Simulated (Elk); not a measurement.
Elk run on TiCo (Pm-3m, 2 atoms in the cell): self-consistent single point.

Computed with LDA (PW92), all-electron FP-LAPW, Elk's shipped species files, APW+lo basis with extra local orbitals (Elk).

```
TiCo
1.0
    2.96309     0.00000     0.00000
    0.00000     2.96309     0.00000
    0.00000     0.00000     2.96309
Ti Co
1 1
Direct
  0.00000   0.00000   0.00000
  0.50000   0.50000   0.50000
```

Reference input (self-consistent single point, DFT, PBE, all-electron FP-LAPW, Elk's shipped species files, APW+lo basis with extra local orbitals): xctype = 20; rgkmax = 8; stype = 3; swidth = 0.00499791 Ha; ngridk = 9 9 9; gmaxvr = 16 1/bohr; nxlo = 2; lorbcnd = true; rmtscf = 0.95; lmaxi = 3. This run's input differs from it in these lines:

```diff
@@ -4,3 +4,3 @@
 xctype
-  20
+  3
```

Log, with long lists cut:

```
│ Self-consistent loop started │
│ Loop number : 1 │
 total energy                :     -2255.03105565
│ Loop number : 2 │
 total energy                :     -2253.72500744
RMS change in Kohn-Sham potential (target) :   0.4487904930     (  0.1000000000E-05)
Absolute change in total energy (target)   :    1.306048205     (  0.1000000000E-03)
│ Loop number : 3 │
 total energy                :     -2250.77896559
RMS change in Kohn-Sham potential (target) :   0.2729544289     (  0.1000000000E-05)
Absolute change in total energy (target)   :    3.272553901     (  0.1000000000E-03)
│ Loop number : 4 │
   [... lines left out ...]
Absolute change in total energy (target)   :   0.5173559534E-03 (  0.1000000000E-03)
│ Loop number : 15 │
 total energy                :     -2243.19573229
RMS change in Kohn-Sham potential (target) :   0.2093616548E-05 (  0.1000000000E-05)
Absolute change in total energy (target)   :   0.1788027303E-03 (  0.1000000000E-03)
│ Loop number : 16 │
 total energy                :     -2243.19570264
RMS change in Kohn-Sham potential (target) :   0.7196296366E-06 (  0.1000000000E-05)
Absolute change in total energy (target)   :   0.7435142379E-04 (  0.1000000000E-03)
Convergence targets achieved

│ Loop number : 17 │

Energies :
 Fermi                       :     0.350870745588
 total energy                :     -2243.19570907

Density of states at Fermi energy :    72.82791001
 (states/Hartree/unit cell)

Estimated indirect band gap :   0.1308017209E-02
 from k-point     24 to k-point      8
Estimated direct band gap   :   0.4584484132E-02
 at k-point     19

Charges :
 core                        :    22.00000000
 valence                     :    27.00000000
 interstitial                :    2.716551261
 muffin-tins (core leakage)
  species :    1 (Ti)
   atom    1                 :    20.18977789     (  0.2323458759E-08)
  species :    2 (Co)
   atom    1                 :    26.09367085     (  0.9361054676E-03)
 total in muffin-tins        :    46.28344874
 total calculated charge     :    49.00257695
 total charge                :    49.00000000
 error                       :   0.2576951223E-02

│ Self-consistent loop stopped │
```

The run converged in 17 iterations. The count includes the last loop, which Elk runs after its targets are met. 

The starting cell has typed, rounded lattice constants, without a prior relaxation at this level. Its lattice was rescaled by a random factor within 2.5 % of one. Spin polarisation is off. Values depend on the basis (sphere radii, cutoffs, local orbitals), which need not be converged. The log's line on a gap gives a spacing of levels on this mesh, which the program prints for metals too.
